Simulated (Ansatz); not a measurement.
Take TiSi₂ (space group Fddd, No. 70; a = 4.8062 Å, b = 8.2647 Å, c = 8.5654 Å) as the base.

(Cell as relaxed with PBE.)

Levels (all Ansatz, a program for electronic structure, PAW): PBE (420 eV, spin-orbit coupling left out); PBEsol (420 eV, no spin-orbit coupling).

Each level relaxes its own structure.

```json
[
 {"quantity": "volume per atom", "PBE": "14.18 Å³", "PBEsol": "[?]"},
 {"quantity": "space group", "PBE": "Fddd (No. 70)", "PBEsol": "[?]"},
 {"quantity": "band gap", "PBE": "zero", "PBEsol": "[?]"}
]
```

**Question.** Given the PBE results, estimate those of PBEsol.

**Answer.** 
- volume per atom, PBEsol: 13.79 Å³
- space group, PBEsol: Fddd (No. 70)
- band gap, PBEsol: zero

PBE's volume per atom lies 0.39 Å³ above PBEsol's (2.8 %); the two agree on the space group and band gap. Neither level is exact; PBEsol is the comparison here, not a measurement.

No phonon test of stability was made. All final runs are without spin polarisation.
